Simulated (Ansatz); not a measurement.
The starting structures come from a database of crystals and need not be the phases stable at ambient conditions.

By PBEsol, the system below comes out a metal.

A figure of merit of an interconnect metal is its ballistic conductance per area.

Data:

```yaml
crystal:
  lattice:
    - [8.01506, 0.00000, 0.00000]
    - [1.72074, 7.82817, 0.00000]
    - [1.72074, 1.38358, 2.98607]
  atoms:
    - { symbol: Zr, position: [0.82593, 0.32593, 0.34814] }
    - { symbol: Zr, position: [0.17407, 0.67407, 0.65186] }
    - { symbol: Zr, position: [0.67407, 0.82593, 0.00000] }
    - { symbol: Zr, position: [0.32593, 0.17407, 0.00000] }
    - { symbol: Zr, position: [0.00000, 0.00000, 0.00000] }
    - { symbol: Zr, position: [0.50000, 0.50000, 0.00000] }
    - { symbol: Si, position: [0.37815, 0.87815, 0.74370] }
    - { symbol: Si, position: [0.62185, 0.12185, 0.25630] }
    - { symbol: Si, position: [0.12185, 0.37815, 0.50000] }
    - { symbol: Si, position: [0.87815, 0.62185, 0.50000] }
```

Space group of this cell: P4/mbm. The cell is taken as given; by PBEsol its mean pressure is -3.8 GPa.

The current flows along the normal of the first two printed cell vectors, the (111) plane of the conventional cell. No spin-orbit coupling; the value is a mean over 0.1 eV about the Fermi level.

Predict the ballistic conductance per area from PBEsol in Ansatz (a quantum-chemistry and plane-wave program).

0.58 × 10¹⁵ S/m² for both spins.
